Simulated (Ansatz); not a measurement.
## AlB2-type MgB₂

All values below come from PBE (Ansatz, a program for electronic structure, PAW).

Run with plane-wave cutoff 520 eV, 24×24×18 k mesh (along the axes of the cell as run), Fermi–Dirac smearing 0.084 eV (set by the program), scalar-relativistic PAW data made under PBE.

Cell (measured lattice):

```cif
data_B2Mg
_chemical_formula_sum 'Mg1 B2'
_space_group_name_H-M_alt 'P6/mmm'
_space_group_IT_number 191
_space_group_name_Hall '-P 6 2'
_cell_length_a 3.08340
_cell_length_b 3.08340
_cell_length_c 3.52130
_cell_angle_alpha 90.000
_cell_angle_beta 90.000
_cell_angle_gamma 120.000
loop_
_atom_site_label
_atom_site_type_symbol
_atom_site_symmetry_multiplicity
_atom_site_Wyckoff_symbol
_atom_site_fract_x
_atom_site_fract_y
_atom_site_fract_z
_atom_site_occupancy
Mg1 Mg 1 a 0.00000 0.00000 0.00000 1
B1 B 2 d 0.33333 0.66667 0.50000 1
```

```
Property                                    Result
----------------------------------------  --------
elastic constant C11                       421 GPa
elastic constant C12                      53.1 GPa
elastic constant C13                      33.6 GPa
elastic constant C33                       261 GPa
elastic constant C44                      71.0 GPa
elastic constant C66                       184 GPa
Voigt–Reuss–Hill bulk modulus              145 GPa
polycrystal shear modulus (Hill average)   119 GPa
Young modulus                              281 GPa
Poisson ratio                                0.177
```

Note: the cell isn't this level's own, so it is under some stress, which shifts stiffness and frequencies.

Elastic constants are with the ions relaxed.

The result took roughly 18 core-minutes.
